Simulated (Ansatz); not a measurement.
# HgO in the zinc blende structure (space group F-43m, No. 216; a hypothetical phase, not in the database extracts checked)

```xyz
2
Lattice="0.0000 2.6463 2.6463 2.6463 0.0000 2.6463 2.6463 2.6463 0.0000" Properties=species:S:1:pos:R:3 pbc="T T T"
O      3.9694     3.9694     3.9694
Hg     0.0000     0.0000     0.0000
```

The values are results of PBE, PAW, 420 eV (Ansatz, a program for electronic structure; no spin-orbit coupling), not measurements. Γ-centred 15×15×15 mesh, Fermi–Dirac width 0.05 eV.

```json
{
  "volume_per_atom": "18.53 Å³",
  "density": "9.70 g/cm³",
  "band_gap": "zero",
  "total_energy": "-7189.377 eV/atom (σ→0; compares only within this code and set-up)"
}
```

Spin-orbit coupling, missing from the scalar runs, can matter with Hg. Whether these cells are dynamically stable was not tested. All final runs are without spin polarisation. The zero or small gap of HgO can change with the level of theory.
